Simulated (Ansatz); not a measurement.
# AlP in the zinc blende structure (space group F-43m, No. 216)

```xyz
2
Lattice="0.0000 2.7352 2.7352 2.7352 0.0000 2.7352 2.7352 2.7352 0.0000" Properties=species:S:1:pos:R:3 pbc="T T T"
P      1.3676     1.3676     1.3676
Al     0.0000     0.0000     0.0000
```

All numbers come from PBEsol/PAW in Ansatz (an electronic-structure program), no spin-orbit coupling, earlier PAW set. Settings: 10×10×10 k-points, 0.05 eV Fermi–Dirac smearing.

| Item | Result |
|---|---|
| Volume per atom | 20.46 Å³ |
| Density | 2.35 g/cm³ |
| Band gap | 1.45 eV, indirect, Γ → X |
| Electron mass | 0.77 mₑ along k, 0.24 mₑ across |
| Hole mass (degenerate bands, along [100]) | 0.19, 0.54, 0.54 mₑ |
| Lowest conduction-band minima above the VBM | X along ⟨100⟩ 1.45 eV; L along ⟨111⟩ 2.71 eV |
| Total energy | -632.868 eV/atom (σ→0; compares only within this code and set-up) |

Masses are band curvatures over ±0.01 Å⁻¹ around the edge. Along k means along the line from Γ to the band edge. Whether these cells are dynamically stable was not tested.
